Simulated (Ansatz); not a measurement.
The starting structures come from a database of crystals and need not be the phases stable at ambient conditions.

 Where the default PAW files enter, the runs use the earlier of Ansatz's two default sets.

The decay constant κ of evanescent states in the gap governs leakage through a thin film.

Given:

```xyz
12
Lattice="5.1207 0.0000 0.0000 1.1598 5.8071 0.0000 -2.4146 -0.5405 4.4832" Properties=species:S:1:pos:R:3 pbc="T T T"
Na     0.9382     3.9402     2.9996
Na     2.9277     1.3264     1.4836
Na     0.0000     0.0000     0.0000
Na     0.5799     2.9035     0.0000
C      3.4597     4.1779     1.5062
C      0.4061     1.0887     2.9770
O      4.4903     4.7207     0.9496
O     -0.6245     0.5459     3.5336
O      1.4996     1.2548     3.6466
O      2.3663     4.0118     0.8366
O      3.5128     3.7828     2.7361
O      0.3530     1.4838     1.7471
```

Space group of this cell: C2/m. The cell is taken as given.

Transport runs along the normal of the first two printed cell vectors.

The gap is the functional's own, uncorrected, and κ follows it; spin-orbit coupling is left out. Mid-gap values are interpolated between the computed energies.

**Question.** Give the band gap and the smallest decay constant κ at mid-gap that r2SCAN (Ansatz, a program for electronic structure) yields.

**Answer.** Gap 4.91 eV on a 8×6×8 mesh; κ = 0.494 1/Å, at the zone centre.
